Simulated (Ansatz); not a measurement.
# A computed series for hypothetical cubic perovskite BaSnSe3: pressure series

Take BaSnSe3 in the cubic perovskite structure (space group Pm-3m, No. 221; a = 5.360 Å; a hypothetical phase, not in the database extracts checked) as the base.

Cell and atoms are relaxed at each pressure.

All numbers come from Ansatz (a first-principles code) PBE, no spin-orbit coupling.

| P (GPa) | V (Å³/atom) |
|---|---|
| -1.99 | 32.461 |
| -0.99 | 31.560 |
| 0.30 | 30.592 |
| 0.70 | 30.325 |
| 1.50 | 29.829 |
| 3.00 | 29.003 |
| 5.00 | 28.075 |
| 7.50 | 27.109 |
| 10.00 | 26.296 |

Task: Fit a third-order Birch–Murnaghan equation of state.

Result: Least squares on P(V) = (3B₀/2)[(V₀/V)^(7/3) − (V₀/V)^(5/3)]·[1 + (3/4)(B₀′ − 4)((V₀/V)^(2/3) − 1)] gives V₀ = 30.80 Å³/atom, B₀ = 43 GPa and B₀′ = 4.8.

Load acts through the strain it causes; cell and atoms are relaxed under it. Stability against distortions was not tested. Competing high-pressure phases were not computed. All final runs are without spin polarisation. Many cubic perovskites are stable only at high temperature; tilts and polar distortions were not tested.
